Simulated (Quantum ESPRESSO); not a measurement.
A self-consistent single point of Pt (Fm-3m, 1 atom in the cell) with Quantum ESPRESSO.

Computed with PBEsol, SSSP 1.1.2 efficiency (PBE) pseudopotentials (plane waves; Quantum ESPRESSO).

```yaml
crystal:
  lattice:
    - [-1.95412, 0.00000, 1.95412]
    - [0.00000, 1.95412, 1.95412]
    - [-1.95412, 1.95412, 0.00000]
  atoms:
    - { symbol: Pt, position: [0.00000, 0.00000, 0.00000] }
```

Reference input (self-consistent single point, DFT, PBEsol, plane waves, SSSP 1.1.2 efficiency (PBE) pseudopotentials): ecutwfc = 40 Ry; ecutrho = 320 Ry; occupations = smearing; smearing = gauss; degauss = 0.0073499 Ry; input_dft = pbesol; potentials = {Pt: pt_pbe_v1.4.uspp.F.UPF}; K_POINTS = automatic 12 12 12 0 0 0; conv_thr = 1e-10 Ry; mixing_beta = 0.4. This run's input differs from it in these lines:

```diff
@@ -13,4 +13,4 @@
     ntyp = 1,
-    ecutwfc = 40,
-    ecutrho = 320,
+    ecutwfc = 44,
+    ecutrho = 352,
     occupations = 'smearing',
```

The program printed (abridged):

```
     Self-consistent Calculation

     iteration #  1     ecut=    44.00 Ry     beta= 0.40

     negative rho (up, down):  1.776E-01 0.000E+00

     total energy              =    -210.20417002 Ry
     estimated scf accuracy    <       0.78432963 Ry

     iteration #  2     ecut=    44.00 Ry     beta= 0.40

     negative rho (up, down):  1.759E-01 0.000E+00

     total energy              =    -210.30487899 Ry
     estimated scf accuracy    <       0.02120919 Ry

     iteration #  3     ecut=    44.00 Ry     beta= 0.40

     negative rho (up, down):  1.752E-01 0.000E+00

     total energy              =    -210.30918244 Ry
     estimated scf accuracy    <       0.00110131 Ry

   [... 4 blocks of this kind left out ...]

     iteration #  8     ecut=    44.00 Ry     beta= 0.40

     negative rho (up, down):  1.750E-01 0.000E+00

     total energy              =    -210.30932539 Ry
     estimated scf accuracy    <          6.1E-10 Ry

     iteration #  9     ecut=    44.00 Ry     beta= 0.40

     negative rho (up, down):  1.750E-01 0.000E+00
     End of self-consistent calculation

     the Fermi energy is    22.7670 ev

!    total energy              =    -210.30932540 Ry
     estimated scf accuracy    <          8.1E-11 Ry
     smearing contrib. (-TS)   =      -0.00077482 Ry
     internal energy E=F+TS    =    -210.30855059 Ry

     convergence has been achieved in   9 iterations

     negative rho (up, down):  1.750E-01 0.000E+00

     Forces acting on atoms (cartesian axes, Ry/au):

     atom    1 type  1   force =     0.00000000    0.00000000    0.00000000

     Total force =     0.000000     Total SCF correction =     0.000000

     negative rho (up, down):  1.750E-01 0.000E+00
          total   stress  (Ry/bohr**3)                   (kbar)     P=       14.55
   0.00009892  -0.00000000   0.00000000           14.55       -0.00        0.00
  -0.00000000   0.00009892   0.00000000           -0.00       14.55        0.00
   0.00000000   0.00000000   0.00009892            0.00        0.00       14.55

   JOB DONE.
```

The run converged in 9 iterations. Against the reference run the free energy drops by 12.9 meV/atom and the pressure goes from 1.12 to 1.46 GPa.

The starting cell has typed, rounded lattice constants, without a prior relaxation at this level. Its lattice was rescaled by up to half a per cent. Spin polarisation is off.
